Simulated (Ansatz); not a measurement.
The reference is TiSi₂ (space group Cmcm, No. 63; a = 3.5459 Å, b = 13.5650 Å, c = 3.5797 Å).

Structures relaxed with Ansatz (a program for electronic structure) PBE, spin-orbit coupling left out, earlier PAW set.

Base:

Simulated powder pattern, Cu Kα1, λ = 1.54056 Å (kinematic, ideal powder, no thermal factors, no anomalous dispersion; the 10 strongest lines at most, above 2 %, up to 2θ = 90°):

```json
[
 {"2θ (°)": "28.16", "I/Imax (%)": "10", "hkl": "(021)"},
 {"2θ (°)": "32.05", "I/Imax (%)": "9.6", "hkl": "(130)"},
 {"2θ (°)": "39.84", "I/Imax (%)": "18", "hkl": "(060)"},
 {"2θ (°)": "40.98", "I/Imax (%)": "100", "hkl": "(131)"},
 {"2θ (°)": "47.53", "I/Imax (%)": "9.9", "hkl": "(061)"},
 {"2θ (°)": "50.98", "I/Imax (%)": "14", "hkl": "(002)"},
 {"2θ (°)": "51.50", "I/Imax (%)": "14", "hkl": "(200)"},
 {"2θ (°)": "66.58", "I/Imax (%)": "7.4", "hkl": "(062)"},
 {"2θ (°)": "75.40", "I/Imax (%)": "8.5", "hkl": "(202)"},
 {"2θ (°)": "89.19", "I/Imax (%)": "9.9", "hkl": "(133)"}
]
```

Now apply this change: hydrostatic tension (pressure −1 GPa).

After the change:

Simulated powder pattern, Cu Kα1, λ = 1.54056 Å (kinematic, ideal powder, no thermal factors, no anomalous dispersion; the 10 strongest lines at most, above 2 %, up to 2θ = 90°):

| 2θ (°) | I/Imax (%) | hkl |
|---|---|---|
| 28.10 | 10 | (021) |
| 31.95 | 9.8 | (130) |
| 39.67 | 18 | (060) |
| 40.87 | 100 | (131) |
| 47.35 | 10 | (061) |
| 50.88 | 14 | (002) |
| 51.38 | 14 | (200) |
| 75.22 | 8.5 | (202) |
| 88.97 | 9.8 | (133) |
| 89.74 | 9.7 | (331) |

The indices refer to the base's conventional cell; one index is shown for lines that coincide.

Load acts through the strain it causes; cell and atoms are relaxed under it. No phonon test of stability was made. All final runs are without spin polarisation.
